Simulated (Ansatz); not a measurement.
Structures of equal composition on the (113) surface of germanium: 1 pair of surface atoms bonded, Si on all surface atoms, no caps; 1 pair of surface atoms bonded, Si on all atoms bonded under the surface atoms, no caps. The slabs share one bottom face, and each structure is named by its start. These are constructed structures in small cells; real faces may alloy, dewet or reconstruct in larger ones, and not all known structures of the face are among them. Slabs of about 14 Å with all that they carry, Fermi-Dirac smearing of 0.025 eV. Bottom of the slabs: built like the top, H on every dangling bond, free. Relaxed from the named starts with such symmetry as they have, on meshes of like density; energies extrapolated to zero smearing; no spin-orbit coupling, no U. Spin-polarised runs, if any, are marked in brackets, and their order is one that fits the cell; the others ran without spin. Where a second, spin-polarised start was run, the lower counts.

These are PBE (plane waves to 420 eV, PAW; Ansatz, a program for electronic structure) values and carry that method's errors.

**Question.** Put the candidates in order of energy per 1x1 cell, lowest first, for PBE.

**Answer.** 1 pair of surface atoms bonded, Si on all atoms bonded under the surface atoms, no caps (0.000 eV, gap 0.45 eV on the mesh), 1 pair of surface atoms bonded, Si on all surface atoms, no caps (0.402 eV, gap 0.51 eV on the mesh)
